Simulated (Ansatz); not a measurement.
## What uniaxial strain ε_xx = −3.85 % does to PbSe

Take PbSe in the rock salt structure (space group Fm-3m, No. 225; a = 6.178 Å) as the base. Axes: x, y, z lie along the cube axes.

Perturbation: uniaxial strain ε_xx = −3.85 %, all other strain components held at zero, atoms relaxed at fixed cell.

All numbers come from r2SCAN, PAW, 500 eV (Ansatz, an electronic-structure program; scalar-relativistic without spin-orbit coupling). k-mesh 9×9×9 (Γ-centred); smearing 0.05 eV (Fermi–Dirac).

```tsv
quantity	base	changed	shift
volume per atom	29.48 Å³	28.34 Å³	-1.135 Å³
space group	Fm-3m (No. 225)	I4/mmm (No. 139)	–
shortest interatomic distance	3.089 Å	2.970 Å	-0.119 Å
energy relative to the base (free energy F)	0 meV/atom	+21 meV/atom	+21 meV/atom
pressure (mean of the normal stresses, compression positive)	-0.01 GPa	2.45 GPa	+2.46 GPa
band gap	0.67 eV	0.48 eV	-0.19 eV
gap character	–	direct at N	–
valley order (the lowest conduction-band minima on the path, energy above the VBM, named in the base's zone)	L along ⟨111⟩ 0.67 eV; a point along ⟨110⟩, about 0.6 Å⁻¹ from Γ 1.46 eV	L along [1-1-1] 0.48 eV; a point along [011], about 0.6 Å⁻¹ from Γ 1.35 eV	–
stress (xx, yy, zz, yz, xz, xy; compression positive)	–	(6.32, 0.51, 0.51, 0.00, 0.00, 0.00) GPa	–
```

Cost of the whole job for the changed cell (relaxation, final SCF and bands): roughly 30 core-seconds.

With Pb present, leaving out spin-orbit coupling can change the band edges. No phonon test of stability was made. k-point labels follow each cell's own Brillouin zone.
